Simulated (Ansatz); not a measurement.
GaP: energy against strain

GaP (zinc blende, F-43m, 20.108 Å³/atom at rest, cube axes along x, y and z) under a strain ε along a cube axis (axis z), the other axes held. PBEsol in Ansatz, a plane-wave DFT program (PAW, default set), 420 eV, 11×11×11 Γ-centred mesh, Fermi-Dirac smearing 0.05 eV; ions are relaxed within the symmetry of each cell.

Here s stands for strain and y for E less E0.

```csv
strain (%),E less E0 (meV/atom)
-3.00,?
-1.50,1.92
-1.00,0.85
-0.50,0.21
0.00,0.00
0.50,0.21
1.00,0.84
1.50,1.88
```

Fit y of the 7 rows that show it with a parabola. Least squares gives y = 0.000 - 0.0100·s + 0.8448·s². Residuals (row less fit): 0.004, -0.005, -0.006, 0.000, 0.004, 0.005, -0.006; standard error 0.006 (degrees of freedom: 4). Twice the quadratic coefficient over the volume, 2 × 0.8448 meV × 10⁴ × 0.1602 / 20.108 Å³, is the elastic constant C11 = 135 ± 0.4 GPa.

Q: What does the fit predict for y at s = -3.00, and how far is the calculated value from it?

A: y = 0.000 - 0.0100 × (-3.0) + 0.8448 × (-3.0)² = 7.633 meV/atom. The calculation gives 7.76 meV/atom, 0.127 meV/atom above the prediction (1.6 % of the range of y in the table). The row lies outside the fitted rows, so this is an extrapolation. From the scatter of the fitted rows alone, a prediction at this place has a standard error of 0.024 meV/atom, so the miss is 5.3 times that.

One order more, fitted to all 13 runs of the series, follows each within 0.01, so the miss is the next term of a smooth law. Rows are the converged runs of the series near zero and its far end; series whose fitted rows scatter by over a few per cent of the range, as at a crossing or softening among them, aren't shown in this form. Most that stay on the fit to the last digits aren't either.
